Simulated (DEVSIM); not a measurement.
Device: Schottky contact on n-type GaAs, at 350 K.

```tsv
layer (left to right)	material	thickness (μm)	Nd (cm⁻³)	τn (s)	τp (s)
1	GaAs	0.410	3.7e16	1.5e-9	1.5e-9
```

Left contact: Schottky, work function 4.85 eV, emission velocity 3.9e6 cm/s. Right contact: ohmic. Voltage is applied to the left contact. Recombination: SRH at mid-gap, radiative, Auger. Mobility is μmin + (μ − μmin)/(1 + (N/Nref)^α).

Constants are typed, rounded textbook-type inputs, not results; the design itself was drawn at random and stands for no fabricated device. Values at 300 K; Nc and Nv go as T^1.5, mobilities as T to minus their exponent, the gap by Varshni's rule with the affinity fixed.

```csv
parameter,GaAs
gap (eV),1.424
affinity (eV),4.07
permittivity,12.9
Nc (cm⁻³),4.7e17
Nv (cm⁻³),9e18
μn (cm²/Vs),8500
μp (cm²/Vs),400
"μn,min",500
"μp,min",20
"Nref,n",6e16
"Nref,p",1.5e17
αn,0.39
αp,0.38
T exponent of μn,2.1
T exponent of μp,2.2
B (cm³/s),2e-10
Cn (cm⁶/s),1e-30
Cp (cm⁶/s),1e-30
Varshni α (eV/K),0.000541
Varshni β (K),204
```

Model (solved in DEVSIM): 1D drift-diffusion, Boltzmann statistics, complete ionisation; no tunnelling, impact ionisation, image-force lowering or self-heating. Metal contacts follow the ideal Schottky-Mott rule: no Fermi-level pinning, no interface dipoles.

The temperature was swept, all else fixed.

| temperature (K) | dark forward voltage at 1 A/cm² (V) | dark forward voltage at 100 A/cm² (V) | potential step across the device at zero bias (V) |
|---|---|---|---|
| 250 | 0.515 | 0.614 | 0.731 |
| 300 | 0.455 | 0.574 | 0.714 |
| 350 | 0.394 | 0.533 | 0.696 |
| 400 | 0.332 | 0.492 | 0.678 |
| 450 | 0.269 | 0.449 | 0.658 |
| 500 | 0.206 | 0.406 | 0.637 |

From the first row to the last the dark forward voltage at 1 A/cm² goes from 0.515 to 0.206. From the first row to the last the dark forward voltage at 100 A/cm² goes from 0.614 to 0.406.
